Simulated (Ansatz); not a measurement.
CsCl-type PdIn, treated with PBE (PAW; Ansatz, a first-principles code).

Settings: plane-wave cutoff 500 eV, 18×18×18 k mesh, Fermi–Dirac smearing 0.1 eV, scalar-relativistic PAW data made under PBE.

Computed at the level's own relaxed cell.

Task: What does this level give for the volume per atom and lattice parameter a?

Result: 
* **volume per atom**: 18.08 Å³/atom
* **lattice parameter a**: 3.307 Å

Spin–orbit coupling is not included.

The computed numbers hold no vibrational or temperature effects.

The result took around 50 core-seconds (rough).
